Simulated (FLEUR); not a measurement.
## Energy against c/a at fixed volume: hcp Y (space group 194) (FLEUR, LDA)

```
Y
1.0
    3.58070     0.00000     0.00000
   -1.79035     3.10098     0.00000
    0.00000     0.00000     5.39636
Y
2
Direct
  0.66667   0.33333   0.75000
  0.33333   0.66667   0.25000
```

Method of the run: LDA (Perdew-Zunger), all-electron FLAPW (FLEUR), scalar-relativistic valence run with FLEUR. Settings: Kmax = 4.33 1/bohr; GmaxXC = 15.2 1/bohr; xcFunctional = pz; jspins = 1; l_soc = F; mode = hist; fermiSmearingEnergy = 0.00183747 Htr; mesh (inpgen div1-3) = 22 22 12; inpgen gamma flag = true; Gmax = 15.2 1/bohr; numbands = 0; maxIterBroyd = 25; imix = Anderson; alpha = 0.05; precondParam = 0; minDistance = 1e-05 me/bohr^3. The cell above is the first row's. The rows change c/a at fixed volume. In all rows fractional positions and the k mesh are held. E is the free energy at the stated smearing, counted from the lowest row.

| c/a | E (meV/atom) |
|---|---|
| 1.5071 | 3.93 |
| 1.5228 | 1.83 |
| 1.5385 | 0.53 |
| 1.5542 | 0.00 |
| 1.5699 | 0.19 |
| 1.5856 | 1.05 |
| 1.6013 | 2.55 |
| 1.6170 | 4.65 |
| 1.6327 | ? |

Taking a cubic for E over the 8 complete rows: With u = c/a - 1.56, the rows have u = -0.05290, -0.03720, -0.02150, -0.00580, 0.00990, 0.02560, 0.04130, 0.05700. Least squares gives E = -0.013 + 6.16·u + 1429.8·u² - 1808·u³. Residuals (row less fit): 0.000, 0.000, -0.003, 0.000, 0.004, -0.001, -0.003, 0.001; standard error 0.003 (degrees of freedom: 4). The fitted curve has its minimum at c/a = 1.56, where E = -0.02. To one more digit the minimum is at c/a = 1.558; the ideal close-packed ratio is 1.633.

Question: Estimate the missing E (c/a = 1.6327); what did the run itself give?

Answer: u = 0.07270, so E = -0.013 + 6.16 × 0.07270 + 1429.8 × 0.07270² - 1808 × 0.07270³ = 7.297 meV/atom. The calculation gives 7.34 meV/atom, 0.043 meV/atom above the prediction (0.6 % of the range of E in the table). The row lies outside the fitted rows, so this is an extrapolation. From the scatter of the fitted rows alone, a prediction at this place has a standard error of 0.008 meV/atom, so the miss is 5.3 times that.

Carrying the step between the two nearest rows on in a straight line would have given 6.75, off by 0.59; series whose last step already gives the withheld value aren't shown. The reference cell has the volume at which an earlier scan in this program and functional put its minimum by a fit (its basis settings may differ); axis ratios and inner coordinates come from a measured-size cell. The runs keep the symmetry of the cell, so they don't test it for distortions. The best c/a moves a little with volume. Values depend on the basis (sphere radii, cutoffs, local orbitals), which need not be converged. In metals such curves are sensitive to mesh and smearing. Cutoffs and mesh are single choices, not tested for convergence of this quantity. Series with a scatter that would blur these digits, or in which a gap closes, are not shown. Strain series were run only where this level's volume lies within 10 % of a first guess from the measured size.

Terms beyond the fitted order, or numerical noise in single rows, can give a miss of this size; the table doesn't tell which.
